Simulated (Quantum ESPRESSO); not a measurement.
## σxx against uniaxial strain in cubic perovskite BaZrO3 (space group 221): C11 (Quantum ESPRESSO, LDA)

```yaml
crystal:
  lattice:
    - [4.09175, 0.00000, 0.00000]
    - [0.00000, 4.15406, 0.00000]
    - [0.00000, 0.00000, 4.15406]
  atoms:
    - { symbol: Ba, position: [0.00000, 0.00000, 0.00000] }
    - { symbol: Zr, position: [0.50000, 0.50000, 0.50000] }
    - { symbol: O, position: [0.50000, 0.00000, 0.50000] }
    - { symbol: O, position: [0.00000, 0.50000, 0.50000] }
    - { symbol: O, position: [0.50000, 0.50000, 0.00000] }
```

Computed with LDA (PZ), GBRV 1.5 ultrasoft (LDA) pseudopotentials (plane waves; Quantum ESPRESSO 7.5). Settings: ecutwfc = 52 Ry; ecutrho = 416 Ry; occupations = smearing; smearing = fd; degauss = 0.000734986 Ry; potentials = {Ba: ba_lda_v1.uspp.F.UPF, Zr: zr_lda_v1.uspp.F.UPF, O: o_lda_v1.2.uspp.F.UPF}; K_POINTS = automatic 10 10 10 0 0 0; conv_thr = 1e-10 Ry; mixing_beta = 0.5. The cell above is the first row's. The rows stretch one cube axis (x) by the strain ε and hold the other two. Stress is positive in tension. In all rows fractional positions and the k mesh are held.

| ε (%) | σxx (GPa) |
|---|---|
| -1.5 | -5.44 |
| -1.0 | -3.45 |
| -0.5 | -1.57 |
| 0.0 | 0.22 |
| 0.5 | 1.92 |
| 1.0 | 3.53 |
| 1.5 | 5.05 |
| 2.0 | ? |

Fit σxx of the 7 rows that show it with a parabola. Least squares gives σxx = 0.222 + 3.4943·ε - 0.1848·ε². Residuals (row less fit): -0.005, 0.007, 0.001, -0.002, -0.003, -0.002, 0.002; standard error 0.005 (degrees of freedom: 4). The slope at ε = 0, 3.4943 GPa per cent, gives C11 ≈ 100 × 3.4943 = 349 GPa, for the static lattice.

**Question.** What does the fit predict for σxx at ε = 2.0, and how far is the calculated value from it?

**Answer.** σxx = 0.222 + 3.4943 × 2.0 - 0.1848 × 2.0² = 6.471 GPa. The calculation gives 6.50 GPa, 0.029 GPa above the prediction (0.2 % of the range of σxx in the table). The row lies outside the fitted rows, so this is an extrapolation. From the scatter of the fitted rows alone, a prediction at this place has a standard error of 0.009 GPa, so the miss is 3.2 times that.

Carrying the step between the two nearest rows on in a straight line would have given 6.57, off by 0.07; series whose last step already gives the withheld value aren't shown. The reference cell has the volume at which an earlier scan in this program and functional put its minimum by a fit. The runs keep the symmetry of the cell, so they don't test it for distortions. The unstrained cell stands at a pressure of -0.22 GPa, and the constants belong to that pressure. By symmetry this strain leaves no force on the atoms; the largest in the rows is 0.000 eV/Å. Spin-orbit coupling is off. Cutoffs and mesh are single choices, not tested for convergence of this quantity. Series with a scatter that would blur these digits, or in which a gap closes, are not shown. Strain series were run only where this level's volume lies within 10 % of a first guess from the measured size.

Terms beyond the fitted order, or numerical noise in single rows, can give a miss of this size; the table doesn't tell which.
